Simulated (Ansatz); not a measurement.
# TiO2, response to strain

Take TiO$_{2}$ in the anatase structure (space group I4_1/amd, No. 141; a = 3.7698 Å, c = 9.5518 Å) as the base. Axes: x, y, z lie along a, b, c of the conventional cell.

Strains are applied to the cell and any free atomic positions relax; under biaxial strain the out-of-plane vector relaxes too.

Calculations: PBEsol (Ansatz, a first-principles code, PAW, spin-orbit coupling left out).

```tsv
change	band gap	smallest direct gap	volume per atom	width of the top valence band
base	2.11 eV	2.44 eV	11.31 Å³	0.84 eV
biaxial strain −4.24 %, plane normal [001], relaxed out of plane	2.54 eV	2.84 eV	11.13 Å³	0.74 eV
biaxial strain −3.66 %, plane normal [001], relaxed out of plane	2.51 eV	___	11.16 Å³	0.73 eV
biaxial strain +0.75 %, plane normal [001], relaxed out of plane	2.03 eV	2.40 eV	___	0.85 eV
isotropic strain −5.69 %	2.23 eV	2.70 eV	9.49 Å³	1.00 eV
isotropic strain +0.20 %	2.10 eV	2.43 eV	11.38 Å³	0.84 eV
uniaxial strain ε_zz = +5.33 %	2.24 eV	2.44 eV	11.91 Å³	0.69 eV
tensor shear ε_xz = +3.65 %	2.13 eV	2.46 eV	11.30 Å³	–
tensor shear ε_xy = −3.20 %	2.06 eV	2.31 eV	11.30 Å³	–
```

Problem. What belongs in the blanks?

Solution. 
- biaxial strain −3.66 %, plane normal [001], relaxed out of plane, smallest direct gap: 2.77 eV
- biaxial strain +0.75 %, plane normal [001], relaxed out of plane, volume per atom: 11.35 Å³

Stability against distortions was not tested. The final runs are not spin-polarised.
